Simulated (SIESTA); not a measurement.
Worked example: self-consistent single point of Te2Mo (P6_3/mmc, 6 atoms in the cell) in SIESTA.

Method: GGA PBE, numerical atomic orbitals DZP, PseudoDojo PBE standard norm-conserving potentials (rewritten from UPF to PSML) in SIESTA.

The change in words: lattice scaled by 0.98. Reference geometry:
```
CELL_PARAMETERS angstrom
      3.50111     0.00000     0.00000
     -1.75056     3.03205     0.00000
      0.00000     0.00000    14.38265
ATOMIC_POSITIONS crystal
  Te 0.33333 0.66667 0.62782
  Te 0.66667 0.33333 0.37218
  Te 0.66667 0.33333 0.12782
  Te 0.33333 0.66667 0.87218
  Mo 0.33333 0.66667 0.25000
  Mo 0.66667 0.33333 0.75000
```

Reference input (self-consistent single point, DFT, GGA PBE, numerical atomic orbitals DZP, PseudoDojo PBE standard norm-conserving potentials (rewritten from UPF to PSML)): XC.functional = GGA; XC.authors = PBE; potentials = PseudoDojo PBE standard; PAO.BasisSize = DZP; PAO.EnergyShift = 0.01 Ry; MeshCutoff = 300 Ry; kgrid.MonkhorstPack = 6 6 2; OccupationFunction = FD; ElectronicTemperature = 10 K; MaxSCFIterations = 150; SCF.Mixer.Method = Broyden; SCF.Mixer.Weight = 0.1. This run's input differs from it in these lines:

```diff
@@ -12,5 +12,5 @@
 %block LatticeVectors
-     6.616142812    0.000000000    0.000000000
-    -3.308071406    5.729745986    0.000000000
-     0.000000000    0.000000000   27.179278895
+     6.483820409    0.000000000    0.000000000
+    -3.241910204    5.615151104    0.000000000
+     0.000000000    0.000000000   26.635693506
 %endblock LatticeVectors
@@ -18,8 +18,8 @@
 %block AtomicCoordinatesAndAtomicSpecies
-    -0.000003308    3.819832567   17.063694876  1
-     3.308074714    1.909913419   10.115584019  1
-     3.308074714    1.909913419    3.474055428  1
-    -0.000003308    3.819832567   23.705223467  1
-    -0.000003308    3.819832567    6.794819724  2
-     3.308074714    1.909913419   20.384459171  2
+    -0.000003242    3.743435941   16.722421097  1
+     3.241913446    1.871715163    9.913272409  1
+     3.241913446    1.871715163    3.404574344  1
+    -0.000003242    3.743435941   23.231119162  1
+    -0.000003242    3.743435941    6.658923377  2
+     3.241913446    1.871715163   19.976770130  2
 %endblock AtomicCoordinatesAndAtomicSpecies
```

Output, abridged:

```
        iscf     Eharris(eV)        E_KS(eV)     FreeEng(eV)     dDmax    Ef(eV) dHmax(eV)
   scf:    1   -15160.087788   -15207.395830   -15207.395830  0.649251 -1.930557 17.849488
   scf:    2   -15229.940670   -15221.459150   -15221.459150  0.151709 -2.601695  7.643588
   scf:    3   -15224.426129   -15223.958211   -15223.958211  0.112811 -2.762824  1.795649
   scf:    4   -15224.299349   -15224.289877   -15224.289877  0.139923 -3.209931  1.903817
   scf:    5   -15222.737542   -15224.002422   -15224.002422  0.093584 -3.232369  2.782587
   [... 4 lines left out ...]
   scf:   10   -15224.483304   -15224.483232   -15224.483232  0.000627 -2.840836  0.015581
   scf:   11   -15224.483250   -15224.483247   -15224.483247  0.000250 -2.838810  0.001516
   scf:   12   -15224.483248   -15224.483248   -15224.483248  0.000067 -2.838709  0.001117
   scf:   13   -15224.483249   -15224.483248   -15224.483248  0.000063 -2.838612  0.000768
SCF Convergence by DM+H criterion
max |DM_out - DM_in|         :     0.0000630373
max |H_out - H_in|      (eV) :     0.0007676077
SCF cycle converged after 13 iterations

Using DM_out to compute the final energy and forces

siesta: E_KS(eV) =           -15224.4832

siesta: E_KS - E_eggbox =    -15224.4832

siesta: Atomic forces (eV/Ang):
     1    0.000184   -0.000109   -2.768682
     2   -0.000184    0.000109    2.768682
     3   -0.000184    0.000108   -2.768682
     4    0.000184   -0.000109    2.768682
     5    0.000365   -0.000216    0.000000
     6   -0.000365    0.000216    0.000000
   Tot    0.000000   -0.000000   -0.000000
   Max    2.768682
   Res    1.305169    sqrt( Sum f_i^2 / 3N )
   Max    2.768682    constrained

   [... lines left out ...]
siesta: FreeEng =    -15224.483248
siesta: Cell volume =        143.701014 Ang**3
siesta:         166.03891606         95.16454021  kBar
   [... lines left out ...]
              0.255   0.998   0.980   1.128   0.980   0.998   0.002   0.033

             -0.087   0.034   0.002

mulliken: Qtot =       92.000

Mulliken Atomic Populations:
Atom #   charge [q] valence [e]  Species
     1     0.031566   15.968434  Te
     2     0.031566   15.968434  Te
     3     0.031566   15.968434  Te
     4     0.031566   15.968434  Te
     5    -0.063131   14.063131  Mo
     6    -0.063131   14.063131  Mo
 Total    -0.000000
```

The run converged in 13 iterations. Against the reference run the free energy goes up by 112 meV/atom, the pressure goes from 7.79 to 16.60 GPa, the largest force goes from 1.554 to 2.769 eV/Å and the gap on the mesh goes from 0.974 to 1.009 eV.

The starting cell comes from a database of computed structures (which also holds hypothetical and non-ambient phases and stackings), without a prior relaxation at this level. Its lattice was rescaled by a random factor within 2.5 % of one. For this run, on top of that: lattice scaled by 0.98. Spin-orbit coupling is off. Values carry the incompleteness of an atom-centred basis. With a pressure of about 17 GPa the cell is away from its equilibrium volume at this level. Forces in this geometry exceed 1 eV/Å.
